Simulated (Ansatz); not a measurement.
In2O3 (Pbcn, No. 60, 20 atoms in the cell; start mp-1105681; a measured phase of this formula has another space group)

Level of theory: LDA in Ansatz (plane waves, PAW).

Run with plane-wave cutoff 520 eV, 4×6×6 k mesh (along the axes of the cell as run), Fermi–Dirac smearing 0.01 eV, scalar-relativistic PAW data made under PBE.

Cell (relaxed at this level):

```cif
data_In8O12
_chemical_formula_sum 'In8 O12'
_space_group_name_H-M_alt 'Pbcn'
_space_group_IT_number 60
_space_group_name_Hall '-P 2n 2ab'
_cell_length_a 7.88896
_cell_length_b 5.46923
_cell_length_c 5.55342
_cell_angle_alpha 90.000
_cell_angle_beta 90.000
_cell_angle_gamma 90.000
loop_
_atom_site_label
_atom_site_type_symbol
_atom_site_symmetry_multiplicity
_atom_site_Wyckoff_symbol
_atom_site_fract_x
_atom_site_fract_y
_atom_site_fract_z
_atom_site_occupancy
In1 In 8 d 0.38492 0.25229 0.02850 1
O1 O 8 d 0.34978 0.11022 0.39553 1
O2 O 4 c 0.00000 0.04196 0.25000 1
```

```json
{
  "band_gap": "1.08 eV"
}
```

Spin–orbit coupling is not included.

The computed numbers hold no vibrational or temperature effects.

Cost on a shared machine: around 2.5 core-minutes (rough).

A start named mp-… is a Materials Project structure, which need not be a measured phase.

Ansatz is a first-principles code.
